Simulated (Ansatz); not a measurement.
Abridged Ansatz (a quantum-chemistry and plane-wave program) output:

```
Relaxation: its limit of steps is 50 (relax.max_steps)
Pseudopotential: Al, paw, valence charge 3
Pseudopotential: Ni, paw, valence charge 18
Crystal: 2 atoms, lattice volume = 23.157 Å³
Basis set: ecut = 420 eV, 461 PW (Γ), exchange–correlation on 40×40×40 points (8 copies of the dense FFT grid, shifted against one another)
Bands: 15, of which v1, the nominal top of the filled ones, is band 11 counted from 1 (10 counted from 0)
Symmetry: 48 space group operations
k-points: 286 of 8000
Functional: x = pbe(κ = 0.804, μ = 0.2195149727645171), c = pbe(β = 0.06672455060314922)
SCF iter   1: F=—  HF=-6378.903770 eV  |F-HF|=—  |Δ(HF+E_count)|=         —  Δρ=8.86e-2  dr2=1.68e0  ethr=3.10e-3  ⟨swp⟩=4.0  Hψ=19076  notcnv=0
SCF iter   2: F=—  HF=-6378.733525 eV  |F-HF|=—  |Δ(HF+E_count)|=   1.70e-1  Δρ=5.94e-2  dr2=8.65e-1  ethr=3.10e-3  ⟨swp⟩=2.0  Hψ=7787  notcnv=0  defer=21
SCF 1 converged in 8 iterations: F = -6378.527144 eV  dr2 = 9.51e-12
relax step   1: F+E_penalty+E_count = -6378.52714376 eV  Δ(F+E_penalty+E_count) = +0.000e0 eV  max|allowed force component| = 4.142e-30 eV/Å  Δτ_max = 0.0000 Å  (8 SCF iters, accepted)
SCF converged after 8 iterations
Free energy (F): -6378.527144 eV
Internal energy: -6378.499644 eV  (E = F + TS)
E sigma→0 (E₀):  -6378.513394 eV
Entropy (-TS):   -0.027500 eV (-13.750 meV/atom)
Fermi energy:    14.434127 eV
--- Forces (eV/Å), atoms counted from 1 ---
  atom   1  Al    -0.00000000     0.00000000    -0.00000000
  atom   2  Ni     0.00000000     0.00000000     0.00000000
--- Stress (GPa, compression-positive) ---
        7.829782      -0.000000      -0.000000
       -0.000000       7.829782       0.000000
        0.000000       0.000000       7.829782
  P = ⅓ Tr σ = 7.8298 GPa (78.298 kbar)
--- Relaxed structure (1 steps of the walk, 1 accepted, 0 SCFs on fresh bases) ---
  atoms:
    - { symbol: Al, position: [0.0, 0.0, 0.0] }
    - { symbol: Ni, position: [0.5, 0.5, 0.5] }
```

**Question.** What was computed, and what are the main results?

**Answer.** AlNi, 2 atoms in the cell, with PBE (Ansatz), no SOC, earlier PAW set. The last SCF converged to F = -6378.527144 eV, or -3189.2636 eV per atom, at a pressure of 7.83 GPa. The total energy compares only with runs of the same code, potentials and settings.

The cells carry an imposed strain or load. Stability against distortions was not tested. All final runs are without spin polarisation. The cell was made from AlNi in the CsCl type structure (space group Pm-3m, No. 221; non-magnetic) by this change: isotropic strain −1.48 %.

Keys are those of Ansatz 0.2.
